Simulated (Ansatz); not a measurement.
**Response to strain in PbSe**

The reference is PbSe in the rock salt structure (space group Fm-3m, No. 225).

```yaml
crystal:
  lattice:
    - [0.00000, 3.10889, 3.10889]
    - [3.10889, 0.00000, 3.10889]
    - [3.10889, 3.10889, 0.00000]
  atoms:
    - { symbol: Pb, position: [0.00000, 0.00000, 0.00000] }
    - { symbol: Se, position: [0.50000, 0.50000, 0.50000] }
```

Strains are applied to the cell and any free atomic positions relax.

Level of theory: plane-wave PAW DFT at the PBE level (Ansatz, a first-principles code, 420 eV), no spin-orbit coupling.

Candidates:
(a) isotropic strain −2.50 %
(b) isotropic strain +1.50 %
(c) isotropic strain −1.50 %
(d) isotropic strain +0.50 %
(e) isotropic strain +3.00 %

Before the change:

* **Band gap**: 0.43 eV

Order them by band gap, highest first.

(e) isotropic strain +3.00 % (0.66 eV), (b) isotropic strain +1.50 % (0.55 eV), (d) isotropic strain +0.50 % (0.48 eV), (c) isotropic strain −1.50 % (0.29 eV), (a) isotropic strain −2.50 % (0.18 eV)

Spin-orbit coupling, missing from the scalar runs, can matter with Pb. No phonon test of stability was made. The zero or small gap of PbSe under isotropic strain −2.50 % and PbSe under isotropic strain −1.50 % can change with the level of theory.
